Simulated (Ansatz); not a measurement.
# MgTe: band gap against strain

MgTe (wurtzite, P6_3mc, 33.389 Å³/atom at rest, c along z) under an equal strain ε along all three axes. PBEsol in Ansatz, a plane-wave DFT program (PAW, default set), 420 eV, 8×8×5 Γ-centred mesh, Fermi-Dirac smearing 0.05 eV; ions are relaxed within the symmetry of each cell. Gaps are the smallest over the k-mesh and a band path, without spin-orbit coupling; in all rows the valence edge lies at Γ and the conduction edge at Γ.

Here s stands for strain and Eg for gap.

```csv
strain (%),gap (eV)
0.00,2.387
0.60,2.308
1.20,2.232
1.80,2.157
3.00,?
```

The 4 complete rows are fitted with a straight line, Eg against s. Means: s 0.90000, Eg 2.2710. About the means, the sum of products is -0.22980 and the sum of squares of s is 1.8000; the slope is their ratio. Least squares gives Eg = 2.3859 - 0.12767·s. Residuals (row less fit): 0.0011, -0.0013, -0.0007, 0.0009; standard error 0.0014 (degrees of freedom: 2). Over these rows the gap moves by -13 ± 0.1 eV per unit strain, or -4.3 eV per unit of ln V.

Task: What does the fit predict for Eg at s = 3.00, and how far is the calculated value from it?

Result: Eg = 2.3859 - 0.12767 × 3.0 = 2.0029 eV. The calculation gives 2.012 eV, 0.0091 eV above the prediction (2.4 % of the range of Eg in the table). The row lies outside the fitted rows, so this is an extrapolation. From the scatter of the fitted rows alone, a prediction at this place has a standard error of 0.0028 eV, so the miss is 3.2 times that.

One order more, fitted to all 6 runs of the series, follows each within 0.001, so the miss is the next term of a smooth law. Spin-orbit coupling is left out, which can shift this property for MgTe. Rows are the converged runs of the series near zero and its far end; series whose fitted rows scatter by over a few per cent of the range, as at a crossing or softening among them, aren't shown in this form. Most that stay on the fit to the last digits aren't either.
